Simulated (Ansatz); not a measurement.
Levels about the gap of amorphous Al28O45B2 (75 atoms in a cell of 831 Å³, 2.99 g/cm³; zone centre alone, so wide bands show as single levels with stretches between that a denser mesh fills), at the geometry that PBE relaxed, where it gives 0.0 GPa on a denser mesh. The participation number counts the atoms over which a state spreads; weights are charges in smoothed Voronoi cells. The levels come from a single point, so bond lengths are those of that geometry. Method of the levels: r2SCAN, scalar-relativistic without spin-orbit coupling (Ansatz, an electronic-structure program). Sampling: the zone centre alone; Fermi-Dirac width 0.02 eV; no spin polarisation. At PBE the levels at the filled edge of the gap are localised (band-tail or defect states), and the nearest spread-out levels lie 3.9 eV apart at the zone centre.

It comes from a melt-quench run on a machine-learned potential (CHGNet), relaxed afterwards by DFT. O atoms were pushed apart under 1.9 Å during the dynamics, to hinder bonds among them. The hot cell started wider than the set density and was brought back towards it in steps. It is the lowest in DFT energy of 2 quenches. It is a model cell: composition and starting density were chosen by hand, and all elements were melted together. No dispersion term was used. Its density started from a set value of 3.01 and ended at 2.99 g/cm³. Cooling (nominally 280 K/ps over its main leg) ran many orders faster than in experiment, which tends to leave more defects and strain. Values belong to this one cell and scatter from quench to quench. Volume and shape were free in the relaxation.

| E - E(highest filled), eV | filling | participation number | largest on | weight O | weight Al | weight B |
|---|---|---|---|---|---|---|
| -0.85 | filled | 13.1 | O, 3 neighbours | 0.95 | 0.05 | 0.00 |
| -0.80 | filled | 15.6 | O, 3 neighbours | 0.95 | 0.05 | 0.00 |
| -0.73 | filled | 6.4 | O, 2 neighbours | 0.95 | 0.05 | 0.00 |
| -0.67 | filled | 5.5 | O, 2 neighbours | 0.95 | 0.05 | 0.00 |
| -0.63 | filled | 6.2 | O, 2 neighbours | 0.95 | 0.05 | 0.00 |
| -0.44 | filled | 5.3 | O, 3 neighbours | 0.96 | 0.04 | 0.00 |
| 0.00 | filled | 3.2 | O, 2 neighbours | 0.95 | 0.05 | 0.00 |
| 3.79 | empty | 66.2 | Al, 5 neighbours | 0.60 | 0.38 | 0.01 |
| 5.70 | empty | 34.4 | Al, 5 neighbours | 0.58 | 0.37 | 0.05 |
| 6.07 | empty | 42.9 | Al, 4 neighbours | 0.64 | 0.34 | 0.01 |
| 6.22 | empty | 45.4 | O, 3 neighbours | 0.63 | 0.36 | 0.01 |
| 6.31 | empty | 42.5 | Al, 4 neighbours | 0.62 | 0.35 | 0.02 |
| 6.37 | empty | 49.2 | O, 3 neighbours | 0.63 | 0.35 | 0.01 |
| 6.51 | empty | 41.1 | B, 3 neighbours | 0.57 | 0.34 | 0.09 |

Most localised among these is the filled level at +0.00 eV, on a O atom, which has 2 neighbours (Al 1.69 Å, Al 1.75 Å).
